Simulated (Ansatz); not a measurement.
# A series of runs on SrLaMnO₄ (I4mm, 7 atoms in the cell)

```yaml
crystal:
  lattice:
    - [-1.94487, 1.94487, 6.43341]
    - [1.94487, -1.94487, 6.43341]
    - [1.94487, 1.94487, -6.43341]
  atoms:
    - { symbol: Sr, position: [0.64320, 0.64320, 0.00000] }
    - { symbol: La, position: [0.35656, 0.35656, 0.00000] }
    - { symbol: Mn, position: [0.00283, 0.00283, 0.00000], spin: 4.0 }
    - { symbol: O, position: [0.99443, 0.49443, 0.50000] }
    - { symbol: O, position: [0.49443, 0.99443, 0.50000] }
    - { symbol: O, position: [0.83219, 0.83219, 0.00000] }
    - { symbol: O, position: [0.17636, 0.17636, 0.00000] }
```
(The spins are starting values, not results.)

Base run A: PBEsol+U, PAW files made with PBE run with Ansatz (a first-principles code), self-consistent single point.

Its settings: kpoints.mp_grid.grid = 7 7 7; hamiltonian.xc = pbesol; hamiltonian.pseudopotentials = {kind: paw} (the program's default PAW files); hamiltonian.hubbard.sites = [{species: Mn, l: d, u_eff: 3.9}] eV; hamiltonian.hubbard.projectors = ortho-atomic; magnetization.spin_polarized = true; scf.occupations.method = fermi_dirac; scf.occupations.width = 0.1 eV.

The starting cell comes from a database of computed structures (which also holds hypothetical and non-ambient phases and stackings), without a prior relaxation at this level. With one magnetic atom in the cell only a parallel order is possible. With U or open f shells several self-consistent states can exist. In the base run, with a pressure of about -6 GPa the cell is away from its equilibrium volume at this level. Ansatz's pressure includes its estimate of the finite-basis (Pulay) stress.

A dash stands where there is no value to compare (another energy zero or no entropy term, no result, no spin, no clean gap, or a mesh too coarse for one). Total energies depend on the potentials, the functional and any Hubbard or dispersion term, so they are compared only between runs that share all of them.

These are the values that this program gave, and no reference: magnets with a U can end in a higher state.

Runs:
- B: hamiltonian.hubbard.sites: [{species: Mn, l: d, u_eff: 3.9}] eV → default; hamiltonian.hubbard.projectors: ortho-atomic → default [PBEsol]
- C: hamiltonian.hubbard.sites: [{species: Mn, l: d, u_eff: 3.9}] eV → [{species: Mn, l: d, u_eff: 1.0}] eV
- D: hamiltonian.hubbard.sites: [{species: Mn, l: d, u_eff: 3.9}] eV → [{species: Mn, l: d, u_eff: 2.0}] eV
- E: hamiltonian.hubbard.sites: [{species: Mn, l: d, u_eff: 3.9}] eV → [{species: Mn, l: d, u_eff: 3.0}] eV
- F: hamiltonian.hubbard.sites: [{species: Mn, l: d, u_eff: 3.9}] eV → [{species: Mn, l: d, u_eff: 4.0}] eV
- G: hamiltonian.hubbard.sites: [{species: Mn, l: d, u_eff: 3.9}] eV → [{species: Mn, l: d, u_eff: 5.0}] eV
- H: hamiltonian.hubbard.sites: [{species: Mn, l: d, u_eff: 3.9}] eV → [{species: Mn, l: d, u_eff: 6.0}] eV
- I: hamiltonian.hubbard.sites: [{species: Mn, l: d, u_eff: 3.9}] eV → [{species: Mn, l: d, u_eff: 7.0}] eV
- J: hamiltonian.hubbard.sites: [{species: Mn, l: d, u_eff: 3.9}] eV → [{species: Mn, l: d, u_eff: 8.0}] eV

```csv
run,pressure (GPa),largest force (eV/Å),size of the net moment (μB/atom),Hubbard energy (eV/atom)
A,-5.63,0.219,0.57,0.233
B,-7.74,0.333,0.57,–
C,-7.24,0.279,0.57,0.071
D,-6.74,0.250,0.57,0.134
E,-6.18,0.230,0.57,0.190
F,-5.57,0.218,0.57,0.237
G,-4.90,0.213,0.57,0.277
H,-4.19,0.216,0.57,0.311
I,-3.44,0.225,0.57,0.337
J,-2.65,0.238,0.57,0.358
```

Run G against A: The pressure goes from -5.63 to -4.90 GPa, the largest force hardly changes (0.219 to 0.213 eV/Å) and the size of the net moment stays at 0.57 μB/atom.

Run D against A: The pressure goes from -5.63 to -6.74 GPa, the largest force goes from 0.219 to 0.250 eV/Å and the size of the net moment stays at 0.57 μB/atom.

Keys are those of Ansatz 0.2.
